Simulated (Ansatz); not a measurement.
Rh under a change: pressure 0.3 GPa

Take Rh (space group P6_3/mmc, No. 194; a = 2.675 Å, c = 8.731 Å; a cell from a computed database, its experimental status unchecked) as the base.

The change: a hydrostatic pressure of 0.3 GPa.

Calculations: PBEsol (Ansatz, an electronic-structure program; PAW; 420 eV plane waves; no spin-orbit coupling). k-mesh 20×20×6 (Γ-centred); smearing 0.05 eV (Fermi–Dirac).

```json
[
 {"quantity": "volume per atom", "base": "13.53 Å³", "changed": "13.51 Å³", "shift": "-0.014 Å³"},
 {"quantity": "lattice parameter a", "base": "2.675 Å", "changed": "2.674 Å", "shift": "-0.001 Å"},
 {"quantity": "c/a ratio", "base": "3.264", "changed": "3.264", "shift": "0.000"},
 {"quantity": "shortest interatomic distance", "base": "2.674 Å", "changed": "2.673 Å", "shift": "-0.001 Å"},
 {"quantity": "enthalpy H = E + PV relative to the base's energy", "base": "–", "changed": "+0.03 eV/atom", "shift": "–"},
 {"quantity": "band gap", "base": "zero", "changed": "zero", "shift": "–"}
]
```

Final structure:

```yaml
crystal:
  lattice:
    - [2.67419, 0.00000, 0.00000]
    - [-1.33710, 2.31592, 0.00000]
    - [0.00000, 0.00000, 8.72798]
  atoms:
    - { symbol: Rh, position: [0.00000, 0.00000, 0.00000] }
    - { symbol: Rh, position: [0.00000, 0.00000, 0.50000] }
    - { symbol: Rh, position: [0.33333, 0.66667, 0.25000] }
    - { symbol: Rh, position: [0.66667, 0.33333, 0.75000] }
```

Load acts through the strain it causes; cell and atoms are relaxed under it. Whether these cells are dynamically stable was not tested. All final runs are without spin polarisation. This is not the structure that Rh has at room temperature and ambient pressure.
